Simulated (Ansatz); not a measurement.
Phonon-limited resistivity of NiS (P6_3/mmc) against temperature in μΩ·cm, PBEsol, DFPT electron-phonon coupling, linearised Boltzmann equation (Ansatz, an electronic-structure program), harmonic crystal at a fixed cell. x, y and z are the axes of this cell:
```
NiS
1.0
    3.40505     0.00000     0.00000
   -1.70253     2.94886     0.00000
    0.00000     0.00000     5.07562
Ni S
2 2
Direct
  0.00000   0.00000   0.50000
  0.00000   0.00000   0.00000
  0.33333   0.66667   0.75000
  0.66667   0.33333   0.25000
```

| T | ρ (x, y) | ρ (z) |
|---|---|---|
| 50 K | 3.3 | 1.75 |
| 77 K | 8.1 | 4.3 |
| 100 K | [?] | 6.6 |
| 150 K | 23 | 11.8 |
| 200 K | [?] | 16.7 |
| 250 K | 41 | [?] |
| 273 K | 45 | 23 |
| 300 K | 50 | 26 |

Task: Some entries are withheld; supply them.

Result: 
- 100 K, ρ (x, y): 12.6
- 200 K, ρ (x, y): 32
- 250 K, ρ (z): 21

A metal at this level (no band gap). Only scattering by harmonic phonons is included (no impurities, grain boundaries, electron-electron scattering or thermal expansion). Spin-orbit coupling is left out. Halving the electron mesh (28x28x16) moves the resistivity by up to 9 %. Smearing 0.20 eV; phonons on a 5x5x3 q mesh, which this run doesn't test and which matters most at low temperature.

Formula and space group known from diffraction (Crystallography Open Database), not checked to be the room-temperature form: NiS (P6_3/mmc). Treated as nonmagnetic (a ferromagnetic start lost its moment, other orders weren't tried): NiS (P6_3/mmc).
